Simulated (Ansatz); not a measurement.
# YB₂C₂ (space group P4_2/mmc, No. 131; a cell from a computed database, its experimental status unchecked)

```yaml
crystal:
  lattice:
    - [3.78061, 0.00000, 0.00000]
    - [0.00000, 3.78061, 0.00000]
    - [0.00000, 0.00000, 7.06837]
  atoms:
    - { symbol: Y, position: [0.00000, 0.00000, 0.75000] }
    - { symbol: Y, position: [0.00000, 0.00000, 0.25000] }
    - { symbol: B, position: [0.21578, 0.50000, 0.00000] }
    - { symbol: B, position: [0.78422, 0.50000, 0.00000] }
    - { symbol: B, position: [0.50000, 0.21578, 0.50000] }
    - { symbol: B, position: [0.50000, 0.78422, 0.50000] }
    - { symbol: C, position: [0.50000, 0.18736, 0.00000] }
    - { symbol: C, position: [0.50000, 0.81264, 0.00000] }
    - { symbol: C, position: [0.81264, 0.50000, 0.50000] }
    - { symbol: C, position: [0.18736, 0.50000, 0.50000] }
```

All numbers come from PBEsol (Ansatz, an electronic-structure program), spin-orbit coupling left out. k-mesh 12×12×7 (Γ-centred); smearing 0.05 eV (Fermi–Dirac).

```yaml
volume_per_atom: 10.10 Å³
density: 4.42 g/cm³
band_gap: zero
total_energy: -919.107 eV/atom (σ→0; compares only within this code and set-up)
```

Stability against distortions was not tested. All final runs are without spin polarisation.
